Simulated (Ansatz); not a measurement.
Tl3PSe4 (Pnma, No. 62; cell taken from a computed entry), treated with r²SCAN in Ansatz (PAW).

Run with plane-wave cutoff 560 eV, 4×4×4 k mesh, Fermi–Dirac smearing 0.01 eV, scalar-relativistic PAW data made under PBE.

Cell (relaxed with PBEsol):

```
CELL_PARAMETERS angstrom
      8.99490     0.00000     0.00000
      0.00000    10.86951     0.00000
      0.00000     0.00000     9.26094
ATOMIC_POSITIONS crystal
  Tl 0.93819 0.54821 0.19283
  Tl 0.06181 0.45179 0.80717
  Tl 0.56181 0.45179 0.69283
  Tl 0.43819 0.54821 0.30717
  Tl 0.43819 0.95179 0.30717
  Tl 0.56181 0.04821 0.69283
  Tl 0.06181 0.04821 0.80717
  Tl 0.93819 0.95179 0.19283
  Tl 0.39082 0.25000 0.11347
  Tl 0.60918 0.75000 0.88653
  Tl 0.10918 0.75000 0.61347
  Tl 0.89082 0.25000 0.38653
  P  0.28064 0.25000 0.52913
  P  0.71936 0.75000 0.47087
  P  0.21936 0.75000 0.02913
  P  0.78064 0.25000 0.97087
  Se 0.84467 0.58259 0.53335
  Se 0.15533 0.41741 0.46665
  Se 0.65533 0.41741 0.03335
  Se 0.34467 0.58259 0.96665
  Se 0.34467 0.91741 0.96665
  Se 0.65533 0.08259 0.03335
  Se 0.15533 0.08259 0.46665
  Se 0.84467 0.91741 0.53335
  Se 0.69208 0.75000 0.23049
  Se 0.30792 0.25000 0.76951
  Se 0.80792 0.25000 0.73049
  Se 0.19208 0.75000 0.26951
  Se 0.99282 0.75000 0.93268
  Se 0.00718 0.25000 0.06732
  Se 0.50718 0.25000 0.43268
  Se 0.49282 0.75000 0.56732
```

**Question.** Predict the band gap, smallest direct gap on the k points sampled and direct gap at Γ.

**Answer.** 
* **band gap**: 1.36 eV
* **smallest direct gap on the k points sampled**: 1.46 eV
* **direct gap at Γ**: 1.53 eV

Measured, for comparison: band gap 1.46 ± 0.1 eV (temperature not stated, the source names no phase, not corrected to a static lattice, crystals; values from its Ref. 18; as tabulated in Spesyvykh et al. (2024), doi:10.15330/pcss.25.4.795-800).

Note: cell and atoms aren't relaxed at this level (largest force component 0.17 eV/Å, pressure 1.5 GPa); this cell isn't known to be the ambient phase, and symmetry holds it in the calculation.

Spin–orbit coupling is not included; with these elements it can move the gap by several tenths of an eV or more.

The computed numbers hold no vibrational or temperature effects.

Cost on a shared machine: around 15 core-minutes (rough).

Ansatz is a quantum-chemistry and plane-wave program.
